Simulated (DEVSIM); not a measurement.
System: InP/In0.53Ga0.47As n-p heterojunction, at 350 K.

Layer 1 from the left is InP, thickness (μm) 0.910, Nd (cm⁻³) 1.8e16, τn (s) 5.2e-9, τp (s) 5.2e-9. Layer 2 from the left is In0.53Ga0.47As, thickness (μm) 0.330, Na (cm⁻³) 2.1e15, τn (s) 5.2e-9, τp (s) 5.2e-9.

Left contact: ohmic. Right contact: ohmic. Voltage is applied to the left contact. Recombination: SRH at mid-gap. Mobility is μmin + (μ − μmin)/(1 + (N/Nref)^α).

This is a model device: material constants are rounded textbook-type values typed into the input, and sizes, dopings and lifetimes were drawn at random. Values at 300 K; Nc and Nv go as T^1.5, mobilities as T to minus their exponent, the gap by Varshni's rule with the affinity fixed.

InP: gap (eV) 1.344, affinity (eV) 4.38, permittivity 12.5, Nc (cm⁻³) 5.7e17, Nv (cm⁻³) 1.1e19, μn (cm²/Vs) 5200, μp (cm²/Vs) 170, μn,min 400, μp,min 10, Nref,n 3e17, Nref,p 4.9e17, αn 0.47, αp 0.62, T exponent of μn 2, T exponent of μp 2, Varshni α (eV/K) 0.000363, Varshni β (K) 162. In0.53Ga0.47As: gap (eV) 0.74, affinity (eV) 4.51, permittivity 13.9, Nc (cm⁻³) 2.1e17, Nv (cm⁻³) 7.7e18, μn (cm²/Vs) 12000, μp (cm²/Vs) 300, μn,min 300, μp,min 10, Nref,n 1.3e17, Nref,p 4.9e17, αn 0.48, αp 0.4, T exponent of μn 1.6, T exponent of μp 1.6, Varshni α (eV/K) 0.00035, Varshni β (K) 190.

Model (solved in DEVSIM): 1D drift-diffusion, Boltzmann statistics, complete ionisation; no tunnelling, impact ionisation, image-force lowering or self-heating. Band offsets follow the typed affinities; no thermionic-emission limit at abrupt steps, no polarisation charge.

### Question
What does the simulation give for the dark forward voltage at 100 A/cm², the potential step across the device at zero bias, the largest field in the device at zero bias?

### Answer
dark forward voltage at 100 A/cm² 0.187 V; potential step across the device at zero bias 0.489 V; largest field in the device at zero bias 21000 V/cm.
